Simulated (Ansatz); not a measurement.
System: MgAlNO (model structure, started from the AlSiCN type, P3m1, No. 156, 4 atoms in the cell). Method: PBE in Ansatz (plane waves, PAW).

Numerical settings: plane-wave cutoff 520 eV, 12×12×6 k mesh (along the axes of the cell as run), Fermi–Dirac smearing 0.01 eV, scalar-relativistic PAW data made under PBE.

Cell (relaxed at this level):

```cif
data_AlMgNO
_chemical_formula_sum 'Al1 Mg1 O1 N1'
_space_group_name_H-M_alt 'P3m1'
_space_group_IT_number 156
_space_group_name_Hall 'P 3 -2"'
_cell_length_a 3.19812
_cell_length_b 3.19812
_cell_length_c 5.13014
_cell_angle_alpha 90.000
_cell_angle_beta 90.000
_cell_angle_gamma 120.000
loop_
_atom_site_label
_atom_site_type_symbol
_atom_site_symmetry_multiplicity
_atom_site_Wyckoff_symbol
_atom_site_fract_x
_atom_site_fract_y
_atom_site_fract_z
_atom_site_occupancy
Al1 Al 1 b 0.33333 0.66667 0.50242 1
Mg1 Mg 1 c 0.66667 0.33333 0.00598 1
O1 O 1 b 0.33333 0.66667 0.14182 1
N1 N 1 c 0.66667 0.33333 0.59977 1
```

Question: Estimate the band gap that the calculation returns.

Answer: 
* **band gap**: 3.26 eV (direct)

Note: the relaxation could raise the start's symmetry but not lower it, so the cell can be a saddle point.

Static lattice: no zero-point or thermal effects.

Cost on a shared machine: roughly 7 core-seconds.

A model structure was made by putting elements into a prototype or built by hand; it is no filed structure, need not be a known phase, and can be a saddle point held by its symmetry.

Ansatz is a program for electronic structure.
